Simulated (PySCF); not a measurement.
PySCF 2.14.0, WB97X/def2-svp: C=C[SiH2]/C=C/[SiH2]Cl, 16 atoms. The geometry is a generated start, not checked to be a minimum at this level.

| Property | Result |
|---|---|
| task | energy |
| method | wb97x |
| basis | def2-svp |
| mol.max_memory | 7000 MB |
| mf.init_guess | minao (default) |
| mf.DIIS | CDIIS (default) |
| mf.diis_space | 8 (default) |
| mf.conv_tol | 1e-09 (default) |
| mf.grids.level | 3 (default) |
| basis functions (reference run) | 155 |
| grid points (reference run) | 201984 |

```xyz
16

C      2.9532    -0.1758     0.8148
C      2.0034    -0.8793     0.1843
Si     1.0590    -0.3542    -1.3017
C     -0.7216    -0.1042    -0.8960
C     -1.2073     0.5378     0.1814
Si    -2.9738     0.7784     0.6050
Cl    -3.3977    -0.8644     1.7475
H      3.2641     0.8123     0.4854
H      3.4503    -0.5825     1.6913
H      1.7272    -1.8618     0.5524
H      1.6163     0.9145    -1.8318
H      1.1672    -1.3955    -2.3503
H     -1.3825    -0.5486    -1.6344
H     -0.5399     0.9728     0.9198
H     -3.1749     1.9945     1.4305
H     -3.8432     0.7561    -0.5982
```
Charge 0, spin multiplicity 1.

The reference run uses exact four-centre integrals. One run each, on a shared machine, so no times are given.

Measured:

| setting | energy against the reference |
|---|---|
| COSX exchange (sgx_fit, pjs) with fitted J, mf.with_df.grids_level_i = 1, mf.with_df.grids_level_f = 4 | −0.30 meV/atom |
| COSX exchange (sgx_fit, pjs) with fitted J, mf.with_df.grids_level_i = 1, mf.with_df.grids_level_f = 3 | −0.29 meV/atom |
| COSX exchange (sgx_fit, pjs) with fitted J, mf.with_df.grids_level_i = 1, mf.with_df.grids_level_f = 2 (default) | −0.28 meV/atom |

Problem. Estimate the difference from the reference for COSX exchange (sgx_fit, pjs) with fitted J, mf.with_df.grids_level_i = 1, mf.with_df.grids_level_f = 1.

Solution. energy against the reference: −0.19 meV/atom. Total energies are compared; such shifts often cancel in part in energy differences. sgx_fit (COSX, pjs=True) fits J as well, so its difference is the sum of the grid's shift in exchange and the fit's in Coulomb.
